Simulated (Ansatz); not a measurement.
# Response to strain in Ru

The parent structure is Ru in the hcp (Mg type) structure (space group P6_3/mmc, No. 194; a = 2.691 Å, c = 4.249 Å; relaxed with 0.1 eV smearing). Axes: x lies along a and z along c of the hexagonal cell.

Strains are applied to the cell and any free atomic positions relax.

Computed with PBEsol (Ansatz, an electronic-structure program; PAW; 420 eV plane waves; no SOC).

Candidates:
(a) uniaxial strain ε_zz = −1.50 %
(b) uniaxial strain ε_zz = +3.00 %
(c) uniaxial strain ε_zz = +2.00 %

Notes on the quantities. energy relative to the base: free energy F.

**Question.** Order them by energy relative to the base, highest first.

**Answer.** (b) uniaxial strain ε_zz = +3.00 % (+25 meV/atom), (c) uniaxial strain ε_zz = +2.00 % (+11 meV/atom), (a) uniaxial strain ε_zz = −1.50 % (+6.9 meV/atom)

Whether these cells are dynamically stable was not tested. All final runs are without spin polarisation.
